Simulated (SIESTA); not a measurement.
Input and output of a self-consistent single point for KTlO2 (R3m, 4 atoms in the cell) (SIESTA).

Method of the run: SIESTA 5.4.2 with LDA PW92, numerical atomic orbitals DZP, PseudoDojo LDA standard norm-conserving potentials (rewritten from UPF to PSML).

```xyz
4
Lattice="1.7181 0.9920 6.0717 -1.7181 0.9920 6.0717 0.0000 -1.9839 6.0717" Properties=species:S:1:pos:R:3 pbc="T T T"
K      0.0000     0.0000     9.1576
Tl     0.0000     0.0000     0.0000
O      0.0000     0.0000    13.3350
O      0.0000     0.0000     4.8802
```

Reference input (self-consistent single point, DFT, LDA PW92, numerical atomic orbitals DZP, PseudoDojo LDA standard norm-conserving potentials (rewritten from UPF to PSML)): XC.functional = LDA; XC.authors = PW92; potentials = PseudoDojo LDA standard; PAO.BasisSize = DZP; PAO.EnergyShift = 0.01 Ry; MeshCutoff = 400 Ry; kgrid.MonkhorstPack = 4 4 4; OccupationFunction = FD; ElectronicTemperature = 0.02 eV; MaxSCFIterations = 150; SCF.Mixer.Method = Pulay; SCF.Mixer.Weight = 0.25. This run's input differs from it in these lines:

```diff
@@ -31,5 +31,5 @@
 %block kgrid.MonkhorstPack
-    4   0   0  0.0
-    0   4   0  0.0
-    0   0   4  0.0
+    7   0   0  0.0
+    0   7   0  0.0
+    0   0   7  0.0
 %endblock kgrid.MonkhorstPack
```

Log, with long lists cut:

```
        iscf     Eharris(eV)        E_KS(eV)     FreeEng(eV)     dDmax    Ef(eV) dHmax(eV)
   scf:    1    -3344.967588    -3356.833681    -3356.833681  1.462227 -7.225351  8.313075
   scf:    2    -3363.765926    -3361.360504    -3361.360504  0.134676 -6.462165  2.296615
   scf:    3    -3361.732519    -3361.603400    -3361.603400  0.062988 -6.313759  0.904749
   scf:    4    -3361.679757    -3361.647429    -3361.647429  0.061886 -6.363954  0.152479
   scf:    5    -3361.647830    -3361.648003    -3361.648003  0.010668 -6.387793  0.103326
   scf:    6    -3361.648535    -3361.648318    -3361.648318  0.003373 -6.346495  0.035720
   scf:    7    -3361.648259    -3361.648359    -3361.648359  0.002167 -6.398213  0.033985
   scf:    8    -3361.648424    -3361.648404    -3361.648404  0.001629 -6.398200  0.001977
   scf:    9    -3361.648404    -3361.648404    -3361.648404  0.000100 -6.399269  0.000779
SCF Convergence by DM+H criterion
max |DM_out - DM_in|         :     0.0000995781
max |H_out - H_in|      (eV) :     0.0007792551
SCF cycle converged after 9 iterations

Using DM_out to compute the final energy and forces

siesta: E_KS(eV) =            -3361.6484

siesta: E_KS - E_eggbox =     -3361.6484

siesta: Atomic forces (eV/Ang):
     1   -0.000000   -0.000000   -0.221949
     2   -0.000000   -0.000000    0.188626
     3   -0.000000    0.000000   -0.014475
     4   -0.000000    0.000000    0.047771
   Tot   -0.000000    0.000000   -0.000026
   Max    0.221949
   Res    0.085310    sqrt( Sum f_i^2 / 3N )
   Max    0.221949    constrained

Stress tensor Voigt[x,y,z,yz,xz,xy] (kbar):       30.23       30.23       28.96       -0.00        0.00        0.00
(Free)E + p*V (eV/cell)    -3362.8036
   [... lines left out ...]
siesta: FreeEng =     -3361.648404
   [... lines left out ...]
siesta:     0.018870    0.000000   -0.000000
siesta:     0.000000    0.018870   -0.000000
siesta:     0.000000   -0.000000    0.018076

siesta: Cell volume =         62.088775 Ang**3

siesta: Pressure (static):
siesta:                Solid            Molecule  Units
siesta:          -0.00020264         -0.00008615  Ry/Bohr**3
siesta:          -0.01860558         -0.00791002  eV/Ang**3
siesta:         -29.80942935        -12.67324529  kBar
```

The run converged in 9 iterations. Against the reference run the free energy falls by 3.6 meV/atom, the pressure moves little (-3.01 to -2.98 GPa), the largest force moves little (0.220 to 0.222 eV/Å) and the gap on the mesh goes from 0.801 to 0.814 eV.

The starting cell comes from a database of computed structures (which also holds hypothetical and non-ambient phases and stackings), without a prior relaxation at this level. Its lattice was rescaled by up to half a per cent. One atom was moved a little off its site on purpose. Spin-orbit coupling is off. Values carry the incompleteness of an atom-centred basis. The basis of the alkali or alkaline-earth atoms may lack their empty d shell, which can raise the gap.

Cost on one core of a shared machine: roughly 3 min.
